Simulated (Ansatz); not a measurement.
**BN, response to strain**

Take BN in the zinc blende structure (space group F-43m, No. 216; a = 3.605 Å) as the base. Axes: x, y, z lie along the cube axes.

Strains are applied to the cell and any free atomic positions relax; under biaxial strain the out-of-plane vector relaxes too; under stress the whole cell relaxes.

Levels (all Ansatz, a program for electronic structure, PAW, earlier PAW set): PBEsol (420 eV, no SOC); r2SCAN (500 eV, spin-orbit coupling left out); HSE06 (420 eV, scalar-relativistic without spin-orbit coupling); PBEsol+SOC (420 eV, noncollinear with spin-orbit coupling); HSE06+SOC (420 eV, spin-orbit coupling included).

Band gaps by level, all at the geometries relaxed with PBEsol:

```csv
case,PBEsol,r2SCAN,HSE06,PBEsol+SOC,HSE06+SOC
base,4.29 eV,5.00 eV,5.79 eV,4.29 eV,5.79 eV
"biaxial strain −0.23 %, plane normal [001], relaxed out of plane",4.27 eV,4.97 eV,5.77 eV,4.26 eV,5.76 eV
isotropic strain +0.88 %,4.27 eV,(withheld),5.76 eV,4.26 eV,5.75 eV
uniaxial strain ε_zz = −5.48 %,3.34 eV,(withheld),4.83 eV,3.34 eV,4.83 eV
"uniaxial stress, 2 GPa tension along x",4.26 eV,4.97 eV,5.76 eV,4.25 eV,5.75 eV
"uniaxial stress, 3 GPa compression along x",4.21 eV,(withheld),5.71 eV,4.20 eV,5.70 eV
```

**Question.** Complete the table.

**Answer.** 
- isotropic strain +0.88 %, r2SCAN: 4.96 eV
- uniaxial strain ε_zz = −5.48 %, r2SCAN: 4.03 eV
- uniaxial stress, 3 GPa compression along x, r2SCAN: 4.91 eV

Single points use the geometry relaxed with PBEsol. HSE06 gaps are upper bounds (no full band path). The spin-orbit shifts are approximate. Stability under load was not tested beyond the relaxation.
